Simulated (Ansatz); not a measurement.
Consider the following.

```
CELL_PARAMETERS angstrom
      4.80798     0.00000     0.00000
      0.00000     5.55178     4.37387
      0.00000    -2.77589     4.37387
ATOMIC_POSITIONS crystal
  Zn 0.00018 0.35872 0.72126
  Al 0.49876 0.85223 0.20471
  Al 0.99815 0.14785 0.30637
  Al 0.50053 0.65197 0.79575
  Al 0.99924 0.64767 0.29548
  Al 0.50101 0.14654 0.79732
  Al 0.00227 0.85090 0.70534
  Al 0.49700 0.35270 0.20270
  O  0.80580 0.74771 0.99795
  O  0.31749 0.24135 0.49688
  O  0.84726 0.40368 0.32680
  O  0.34746 0.90316 0.84869
  O  0.34359 0.59745 0.15272
  O  0.83820 0.08699 0.64729
  O  0.20406 0.23655 0.01777
  O  0.69401 0.74760 0.49751
  O  0.16091 0.61133 0.64389
  O  0.65941 0.09350 0.14966
  O  0.62523 0.40360 0.84759
  O  0.15347 0.90303 0.34564
```

Spin-polarised, with starting moments of sign Zn+ Al0 Al0 Al0 Al0 Al0 Al0 Al0 O0 O+ O+ O0 O0 O+ O+ O0 O+ O0 O+ O0.

Computed with Ansatz (a program for electronic structure), PBE, PAW, cutoff 420 eV, no spin-orbit coupling, earlier PAW set. Γ-centred 5×4×5 mesh, Fermi–Dirac width 0.01 eV.

Problem. What gap of the supercell does the calculation give?

Solution. Zero.

Problem. Estimate the pressure.

Solution. 6.2 GPa.

Other magnetic orders, which the real material may have, were not ruled out. The cell is small, so the values are those of an ordered compound at a high defect concentration; dilute-limit values will differ. The mesh was chosen for an insulator and is coarse for the gapless case. The cell was made from Al$_{2}$O$_{3}$ in the corundum structure (space group R-3c, No. 167) by this change: Zn on a Al site. The defect cell is spin-polarised and ends with 1.0 μB.
